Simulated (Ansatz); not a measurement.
Consider GaN in the wurtzite structure (space group P6_3mc, No. 186; a = 3.152 Å, c = 5.138 Å). Axes: x lies along a and z along c of the hexagonal cell.

Method: LDA in Ansatz (plane waves to 420 eV, PAW, no spin-orbit coupling).

For the base:

The pressure is 0.00 GPa and the valence-band top at Γ is 0.00, 0.00, -0.05 eV. The band gap is 2.13 eV.

Perturbation: biaxial strain +3.00 %, plane normal [001], relaxed out of plane (Cartesian); in-plane vectors clamped, the third vector and the atoms free.

Predict the new out-of-plane strain, pressure, valence-band top at Γ and band gap.

The out-of-plane strain comes out as -1.45 %; the pressure (mean of the normal stresses, compression positive) goes from zero to -8.13 GPa; the valence-band top at Γ (three highest levels, from the VBM) goes from 0.00, 0.00, -0.05 eV to 0.00, -0.18, -0.18 eV; the band gap shrinks by 0.37 eV to 1.76 eV.

Stability against distortions was not tested.

Ansatz is a program for electronic structure.
